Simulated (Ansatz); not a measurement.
The starting structures come from a database of crystals and need not be the phases stable at ambient conditions.

 Where the default PAW files enter, the runs use the earlier of Ansatz's two default sets.

Tunnelling through a barrier is set by its complex band structure: the current falls as exp(−2κd) with the smallest κ.

Given:

```
CELL_PARAMETERS angstrom
      4.46524     0.00000     0.00000
      0.00000     6.95853     0.00000
      0.00000     0.00000     4.61134
ATOMIC_POSITIONS crystal
  Be 0.04133 0.87297 0.19316
  Be 0.45867 0.37297 0.80684
  Be 0.54133 0.12703 0.30684
  Be 0.95867 0.62703 0.69316
  H  0.27428 0.92263 0.59438
  H  0.22572 0.42263 0.40562
  H  0.77428 0.07737 0.90562
  H  0.72572 0.57737 0.09438
  H  0.35944 0.71423 0.91261
  H  0.14056 0.21423 0.08739
  H  0.85944 0.28577 0.58739
  H  0.64056 0.78577 0.41261
  O  0.17499 0.44512 0.60952
  O  0.32501 0.94512 0.39048
  O  0.67499 0.55488 0.89048
  O  0.82501 0.05488 0.10952
  O  0.16038 0.77340 0.89729
  O  0.33962 0.27340 0.10271
  O  0.66038 0.22660 0.60271
  O  0.83962 0.72660 0.39729
```

Space group of this cell: P2_12_12_1. The cell is taken as given.

Transport runs along the normal of the first two printed cell vectors.

The gap is the functional's own. No spin-orbit coupling. Mid-gap values are interpolated on the energy grid.

Task: Compute, with r2SCAN (Ansatz, an electronic-structure program), the band gap and the smallest decay constant κ at mid-gap.

Result: Gap 6.37 eV on a 8×6×8 mesh; κ = 0.496 1/Å, at the zone centre.
